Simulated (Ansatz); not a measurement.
System: MoPt (Pmma, No. 51; cell taken from a computed entry). Method: PBEsol (PAW; Ansatz, a quantum-chemistry and plane-wave program).

Numerical settings: plane-wave cutoff 500 eV, 12×20×12 k mesh (along the axes of the cell as run), Fermi–Dirac smearing 0.1 eV, no spin polarisation, scalar-relativistic PAW data made under PBE.

Computed at the level's own relaxed cell.

Problem. Estimate the volume per atom that the calculation returns.

Solution. 
volume per atom: 14.88 Å³/atom

The run finds no gap.

Note: the relaxation could not lower the start's symmetry, so the cell can be a saddle point above a distorted one.

Spin–orbit coupling is not included.
